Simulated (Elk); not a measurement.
Band structure of PW (Pnma, 8 atoms in the cell).

```xyz
8
Lattice="5.7417 0.0000 0.0000 0.0000 3.2706 0.0000 0.0000 0.0000 6.2033" Properties=species:S:1:pos:R:3 pbc="T T T"
P      1.8051     2.4530     3.5225
P      3.9366     0.8177     2.6808
P      1.0658     0.8177     0.4208
P      4.6759     2.4530     5.7825
W      5.6630     2.4530     1.9403
W      0.0787     0.8177     4.2630
W      2.9496     0.8177     5.0419
W      2.7921     2.4530     1.1614
```

Computed with PBEsol, all-electron FP-LAPW, Elk's shipped species files, default APW+lo basis (Elk 10.2.4).

Settings: xctype = 22; stype = 0; swidth = 0.00499791 Ha; ngridk = 3 6 3; rmtscf = 0.87; maxscl = 100.

The starting cell comes from a database of computed structures (which also holds hypothetical and non-ambient phases and stackings), without a prior relaxation at this level. Spin-orbit coupling is off. Spin polarisation is off. Values depend on the basis (sphere radii, cutoffs, local orbitals), which need not be converged.

Levels in eV from the Fermi level, bands 63 to 70:
| point | 63 | 64 | 65 | 66 | 67 | 68 | 69 | 70 |
|---|---|---|---|---|---|---|---|---|
| Γ | -1.15 | -0.94 | -0.87 | -0.73 | -0.57 | 0.49 | 0.74 | 1.16 |
| X | -2.46 | -2.46 | -0.35 | -0.35 | -0.05 | -0.05 | 1.91 | 1.91 |
| S | -2.60 | -2.60 | 0.99 | 0.99 | 0.99 | 0.99 | 2.18 | 2.18 |
| Y | -1.19 | -1.19 | -0.65 | -0.65 | 0.44 | 0.44 | 1.37 | 1.37 |
| Z | -1.69 | -1.69 | -1.46 | -1.46 | 0.13 | 0.13 | 0.85 | 0.85 |
| U | -1.89 | -1.89 | -0.33 | -0.33 | 0.51 | 0.51 | 2.03 | 2.03 |
| R | -2.12 | -2.12 | 0.41 | 0.41 | 0.41 | 0.41 | 2.13 | 2.13 |
| T | -1.42 | -1.42 | -0.95 | -0.95 | 0.42 | 0.42 | 0.71 | 0.71 |

Bands cross the Fermi level along this path, so the cell is metallic at this level.
